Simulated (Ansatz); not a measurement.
For LiF (model structure, started from the CsCl type, Pm-3m, No. 221, 2 atoms in the cell), LDA (Ansatz, an electronic-structure program, plane waves, PAW) gives:

```
Quantity                               Value
------------------------------  ------------
equilibrium lattice constant a       2.466 Å
cohesive energy                 4.64 eV/atom
band gap                             8.29 eV
```

### Question
What does r²SCAN+rVV10 (Ansatz, PAW) give for the same quantities?

### Answer

- lattice constant a: 2.507 Å (rises by 1.7 %)
- cohesive energy: 4.15 eV/atom (shrinks by 0.49 eV/atom)
- band gap: 8.95 eV (increases by 0.66 eV)

Changes are worked out from the printed values.

Unless a cell is named, each level is at its own relaxed cell (LDA 7.50, r²SCAN+rVV10 7.87 Å³/atom).

Density-functional gaps are differences of (generalised) Kohn–Sham levels.

Ansatz's density-functional and Hartree–Fock values are scalar-relativistic unless marked +SOC, with PAW data made under PBE.

A model structure was made by putting elements into a prototype or built by hand; it is no filed structure, need not be a known phase, and can be a saddle point held by its symmetry.
